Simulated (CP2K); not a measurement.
## CP2K run on TiSi2 (Cmcm, 6 atoms in the cell): self-consistent single point

Method: PBE, GPW, DZVP-MOLOPT-SR-GTH basis, GTH-PBE potentials (GTH_POTENTIALS) in CP2K 2026.2.

The input file:

```
&GLOBAL
  PROJECT run
  RUN_TYPE ENERGY_FORCE
  PRINT_LEVEL LOW
&END GLOBAL
&FORCE_EVAL
  METHOD Quickstep
  STRESS_TENSOR ANALYTICAL
  &DFT
    BASIS_SET_FILE_NAME BASIS_MOLOPT
    POTENTIAL_FILE_NAME GTH_POTENTIALS
    &QS
      METHOD GPW
      EPS_DEFAULT 1E-10
    &END QS
    &MGRID
      CUTOFF 600
      REL_CUTOFF 60
      NGRIDS 5
    &END MGRID
    &SCF
      SCF_GUESS ATOMIC
      EPS_SCF 1E-6
      MAX_SCF 100
      ADDED_MOS 8
      &DIAGONALIZATION
        ALGORITHM STANDARD
      &END DIAGONALIZATION
      &MIXING
        METHOD BROYDEN_MIXING
        ALPHA 0.2
        NBUFFER 8
        BETA 1
      &END MIXING
      &SMEAR ON
        METHOD GAUSSIAN
        SIGMA [eV] 0.2
      &END SMEAR
    &END SCF
    &KPOINTS
      SCHEME MONKHORST-PACK 7 7 7
    &END KPOINTS
    &XC
      &XC_FUNCTIONAL PBE
      &END XC_FUNCTIONAL
    &END XC
    &PRINT
      &MO
        EIGENVALUES T
        OCCUPATION_NUMBERS T
        NDIGITS 8
        FILENAME mo
        &EACH
          QS_SCF 0
        &END EACH
        ADD_LAST NUMERIC
      &END MO
      &MULLIKEN OFF
      &END MULLIKEN
    &END PRINT
  &END DFT
  &SUBSYS
    &CELL
      ABC 7.02786400 7.02786395 3.58656100
      ALPHA_BETA_GAMMA 90.00000000 90.00000000 150.72944669
      PERIODIC XYZ
    &END CELL
    &COORD
      Ti       5.67096825     0.35433713     2.68992075
      Ti      -4.77365525     3.08182587     0.89664025
      Si       1.21513417     1.51792501     2.68992075
      Si      -0.31782117     1.91823799     0.89664025
      Si      -2.84502636     2.57818746     2.68992075
      Si       3.74233936     0.85797554     0.89664025
    &END COORD
    &KIND Ti
      BASIS_SET DZVP-MOLOPT-SR-GTH-q12
      POTENTIAL GTH-PBE-q12
    &END KIND
    &KIND Si
      BASIS_SET DZVP-MOLOPT-SR-GTH-q4
      POTENTIAL GTH-PBE-q4
    &END KIND
  &END SUBSYS
  &PRINT
    &FORCES ON
    &END FORCES
    &STRESS_TENSOR ON
    &END STRESS_TENSOR
  &END PRINT
&END FORCE_EVAL
```

Log, with long lists cut:

```
 GLOBAL| Method name                                                        CP2K
 GLOBAL| Project name                                                        run
 GLOBAL| Run type                                                   ENERGY_FORCE

 TOTAL NUMBERS AND MAXIMUM NUMBERS

  Total number of            - Atomic kinds:                                   2
                             - Atoms:                                          6
                             - Shell sets:                                     6
                             - Shells:                                        36
                             - Primitive Cartesian functions:                 28
                             - Cartesian basis functions:                    118
                             - Spherical basis functions:                    104

  Maximum angular momentum of- Orbital basis functions:                        3
                             - Local part of the GTH pseudopotential:          2
                             - Non-local part of the GTH pseudopotential:      3

 SCF PARAMETERS         Density guess:                                    ATOMIC
                        max_scf:                                             100
                        max_diis:                                              4
                        eps_scf:                                        1.00E-06
                        eps_diis:                                       1.00E-01
                        eps_eigval:                                     1.00E-05
                        level_shift [a.u.]:                             0.000000
                        added MOs                                         8    0
                        Mixing method:                            BROYDEN_MIXING
                                                charge density mixing in g-space
                        Smear method:                                   GAUSSIAN
                        Smearing width (sigma) [a.u.]:                  7.35E-03
                        Accuracy threshold:                             1.00E-10
                        No outer SCF

 Extrapolation method: initial_guess

 Number of electrons:                                                         40
 Number of occupied orbitals:                                                 20
 Number of molecular orbitals:                                                28

 Number of orbital functions:                                                104
 Number of independent orbital functions:                                    104

 SCF WAVEFUNCTION OPTIMIZATION

  Step     Update method      Time    Convergence         Total energy    Change
     1 NoMix/Diag. 0.20E+00      -     1.94165525      -133.5725392427 -1.34E+02
     2 Broy./Diag. 0.20E+00      -     0.02227270      -132.8284400585  7.44E-01
     3 Broy./Diag. 0.20E+00      -     0.04220644      -132.7538475328  7.46E-02
     4 Broy./Diag. 0.20E+00      -     0.02591548      -132.5156625249  2.38E-01
     5 Broy./Diag. 0.20E+00      -     0.00085366      -132.2668195526  2.49E-01
     6 Broy./Diag. 0.20E+00      -     0.00158999      -132.2467779060  2.00E-02
     7 Broy./Diag. 0.20E+00      -     0.00010757      -132.2558970457 -9.12E-03
     8 Broy./Diag. 0.20E+00      -     0.00033313      -132.2575976171 -1.70E-03
     9 Broy./Diag. 0.20E+00      -     0.00001983      -132.2575405768  5.70E-05
    10 Broy./Diag. 0.20E+00      -     0.00002710      -132.2577394465 -1.99E-04
    11 Broy./Diag. 0.20E+00      -     0.00000783      -132.2578034295 -6.40E-05
    12 Broy./Diag. 0.20E+00      -     0.00000668      -132.2578407741 -3.73E-05
    13 Broy./Diag. 0.20E+00      -     0.00000024      -132.2578503275 -9.55E-06

  *** SCF run converged in    13 steps ***

  Electronic density on regular grids:        -39.9999999981        0.0000000019
  Core density on regular grids:               39.9999999961       -0.0000000039
  Total charge density on r-space grids:       -0.0000000020
  Total charge density g-space grids:          -0.0000000020

  Overlap energy of the core charge distribution:               0.00000000000284
  Self energy of the core charge distribution:               -254.83012768855599
  Core Hamiltonian energy:                                     63.36790428316824
  Hartree energy:                                              78.95016701450206
  Exchange-correlation energy:                                -19.74462762321807
  Smearing free energy correction:                             -0.00116631323232
  Fermi energy:                                                 0.39885731924589

  Total energy:                                              -132.25785032750187
  Total energy (extrapolated to sigma->0):                   -132.25726717088571

 ENERGY| Total FORCE_EVAL ( QS ) energy [hartree]           -132.257858141238927

 FORCES| Atomic forces [hartree/bohr]
 FORCES|   Atom     x               y               z               |f|
 FORCES|      1 -1.12318656E-03  2.93316164E-04  1.45022921E-14   1.16085418E-03
 FORCES|      2  1.12319379E-03 -2.93306643E-04  9.39102900E-17   1.16085876E-03
 FORCES|      3  2.39083184E-03 -6.24306799E-04 -1.22455674E-15   2.47099897E-03
 FORCES|      4 -2.39085234E-03  6.24315716E-04  3.90168849E-15   2.47102105E-03
 FORCES|      5 -1.52355151E-04  3.97461278E-05  1.41210669E-15   1.57454268E-04
 FORCES|      6  1.52368418E-04 -3.97645656E-05  4.50260416E-16   1.57471761E-04
 FORCES| Sum    -2.67187574E-12  7.33683676E-13  1.91357012E-14
 FORCES| Total atomic force                                       2.77084426E-12

 STRESS| Analytical stress tensor [bar]
 STRESS|                        x                   y                   z
 STRESS|      x        1.85968058590E+03  -8.95103396335E+02   4.22157595495E-09
 STRESS|      y       -8.95103396335E+02  -1.33452046513E+03  -2.87371619625E-09
 STRESS|      z        4.22157595495E-09  -2.87371619625E-09  -5.62006477602E+03
 STRESS| 1/3 Trace                                            -1.69830155175E+03
```

The run converged in 13 iterations.

The starting cell comes from a database of computed structures (which also holds hypothetical and non-ambient phases and stackings), without a prior relaxation at this level. Its lattice was rescaled by a random factor within 2.5 % of one. Spin polarisation is off. Values carry the incompleteness of an atom-centred basis.

Cost on one core of a shared machine: roughly 80 s.
